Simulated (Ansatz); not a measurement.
# Worked example: self-consistent single point of CaSc3 (Pm-3m, 4 atoms in the cell) in Ansatz

Computed with LDA (PW92), default PAW files made with PBE (plane waves; Ansatz, a quantum-chemistry and plane-wave program).

Input as run:

Ansatz 0.2 input:
```yaml
# CaSc3
crystal:
  lattice:
    - [4.725768, 0.000000, 0.000000]
    - [0.000000, 4.725768, 0.000000]
    - [0.000000, 0.000000, 4.725768]
  atoms:
    - { symbol: Sc, position: [0.000000, 0.500000, 0.500000] }
    - { symbol: Sc, position: [0.500000, 0.500000, 0.000000] }
    - { symbol: Sc, position: [0.500000, 0.000000, 0.500000] }
    - { symbol: Ca, position: [0.000000, 0.000000, 0.000000] }
kpoints:
  mp_grid: { grid: [5, 5, 5] }
hamiltonian:
  xc: lda
  pseudopotentials: { kind: paw }
scf:
  occupations: { method: gaussian, width: 0.136 }
output:
  forces: true
  eigenvalues: true
  stress: true
```

Output (repeated stretches shortened):

```
WARN basis.ecutwfc = 420 eV, the default
WARN ansatz: RAYON_NUM_THREADS=1 ignored (pool sized by the plan → 1); use --threads N
Pseudopotentials: kind: paw
Pseudopotential: Sc, paw, valence charge 11
Pseudopotential: Ca, paw, valence charge 10
Crystal: 4 atoms, lattice volume = 105.540 Å³
Basis set: ecut = 420 eV, 2103 PW (Γ)
Bands: 26, of which v1, the nominal top of the filled ones, is band 22 counted from 1 (21 counted from 0)
Symmetry: 48 space group operations
Space group: Pm-3m (ITA 221), of the structure as read, at distance tolerance 4.7e-5 Å
k-points: 10 of 125
PAW frozen core: Sc, regenerated for the run's functional, and the local potential with it
PAW frozen core: Ca, regenerated for the run's functional, and the local potential with it
Initial density: superposition of atomic densities (neutral atoms: chi_scale 0, normalization atom), corrected by the library's trained network
Initial wavefunctions: pseudopotential atomic-orbital guess
Eigensolver: davidson
Functional: x = slater, c = lda
SCF iter   1: F=—  HF=-8038.746373 eV  |F-HF|=—  |Δ(HF+E_count)|=         —  Δρ=4.67e-3  dr2=1.42e-2  ethr=1.77e-3  ⟨swp⟩=5.5  Hψ=1121  notcnv=0
all-band conjugate gradients solve this SCF's bands
preconditioner: auto → Kerker (q_TF=auto, 2.349 Å⁻¹)
SCF iter   2: F=—  HF=-8038.745268 eV  |F-HF|=—  |Δ(HF+E_count)|=   1.11e-3  Δρ=2.74e-3  dr2=5.78e-3  ethr=3.31e-5  ⟨swp⟩=1.2  Hψ=343  notcnv=0
SCF iter   3: F=—  HF=-8038.744940 eV  |F-HF|=—  |Δ(HF+E_count)|=   3.28e-4  Δρ=3.99e-4  dr2=2.19e-4  ethr=1.34e-5  ⟨swp⟩=1.0  Hψ=260  notcnv=0
SCF iter   4: F=—  HF=-8038.744905 eV  |F-HF|=—  |Δ(HF+E_count)|=   3.43e-5  Δρ=1.14e-4  dr2=9.89e-6  ethr=5.09e-7  ⟨swp⟩=1.9  Hψ=287  notcnv=0
SCF iter   5: F=—  HF=-8038.744907 eV  |F-HF|=—  |Δ(HF+E_count)|=   1.35e-6  Δρ=2.53e-5  dr2=1.02e-6  ethr=2.30e-8  ⟨swp⟩=2.0  Hψ=295  notcnv=0
SCF iter   6: F=—  HF=-8038.744906 eV  |F-HF|=—  |Δ(HF+E_count)|=   1.67e-7  Δρ=1.05e-5  dr2=1.06e-7  ethr=2.37e-9  ⟨swp⟩=3.0  Hψ=533  notcnv=0
SCF iter   7: F=-8038.744906 eV  HF=-8038.744906 eV  |F-HF|=1.24e-9  |Δ(HF+E_count)|=   1.55e-8  Δρ=1.71e-6  dr2=3.65e-9  ethr=2.33e-10  ⟨swp⟩=4.2  Hψ=821  notcnv=0
SCF 1 converged in 7 iterations: F = -8038.744906 eV  dr2 = 3.65e-9
SCF converged after 7 iterations
Free energy (F): -8038.744906 eV
Harris-Foulkes:  -8038.744906 eV  (|F-HF|=1.24e-9)
Internal energy: -8038.673463 eV  (E = F + TS)
E sigma→0 (E₀):  -8038.709185 eV
Entropy (-TS):   -0.071444 eV (-17.861 meV/atom)
Fermi energy:    8.368283 eV
--- Per-component energies (eV) ---
  E_band       = -661.303641
  E_kinetic    = 1058.101411
  E_local      = -3336.334835  (includes V_loc(G=0)·N_el)
  E_nonlocal   = 329.917509
  E_hartree    = 1128.880449
  E_xc         = -442.366548
  E_vxc        = -552.762400  (∫ρ·V_xc dr)
  E_paw        = -3546.607820  (= ΣΔE_a)
  E_vpaw       = -417.987745  (= ΣTr[D̂ρ^β])
  E_aug_tail   = 0.000026  (compensation charges beyond the density's cutoff)
  E_ewald      = -3231.461588
  E_core_change = 1.197934  (= ΣΔE_core)
  E_smearing   = -0.071444  (= −TS)
  E_closure    = 0.000000  (closes the sum)
  Σ components = -8038.744906   (vs F -8038.744906, Δ=0.00e0)
--- Forces (eV/Å), atoms counted from 1 ---
  atom   1  Sc     0.00000000    -0.00000000    -0.00000000
   [... zero for the other atoms too ...]
  max |Σ_I F_I| component: 5.46e-29 eV/Å
--- Stress (GPa, compression-positive) ---
       -2.087229       0.000000       0.000000
        0.000000      -2.087229       0.000000
        0.000000       0.000000      -2.087229
  P = ⅓ Tr σ = -2.0872 GPa (-20.872 kbar)
  The stress holds the Pulay correction. Without it, at fixed plane waves, as pw.x and ABINIT print it: P = -2.0935 GPa
--- Band table (eV; the first three rows and the last of 10) ---
  k-point 0: bands = ["-40.7589", "-40.7124", "-40.7124", "-31.6623", "-19.7544", "-19.7544", "-19.7544", "-19.6407", "-19.6407", "-19.6407", "-19.5223", "-19.5223", "-19.5223", "-12.9800", "-12.9800", "-12.9800", "3.4505", "7.0321", "7.0321", [...]
  k-point 1: bands = ["-40.7549", "-40.7162", "-40.7123", "-31.6623", "-19.7424", "-19.7424", "-19.7361", "-19.6446", "-19.6446", "-19.6419", "-19.5427", "-19.5302", "-19.5302", "-12.9871", "-12.9811", "-12.9811", "3.7737", "6.8243", "7.2640", [...]
  k-point 2: bands = ["-40.7458", "-40.7253", "-40.7123", "-31.6623", "-19.7169", "-19.7169", "-19.6931", "-19.6567", "-19.6567", "-19.6440", "-19.5891", "-19.5434", "-19.5434", "-12.9986", "-12.9829", "-12.9829", "4.6723", "5.9091", "7.7003", [...]
  k-point 9: bands = ["-40.7306", "-40.7261", "-40.7261", "-31.6616", "-19.7742", "-19.7498", "-19.7498", "-19.7470", "-19.5781", "-19.5781", "-19.5741", "-19.5136", "-19.5136", "-12.9904", "-12.9881", "-12.9881", "6.3185", "6.8478", "6.8478", [...]
```

The run converged in 7 iterations.

The starting cell was generated: these elements placed on a structure prototype, without a prior relaxation; it need not be a known phase or ordering of this composition. Ansatz's pressure includes its estimate of the finite-basis (Pulay) stress.
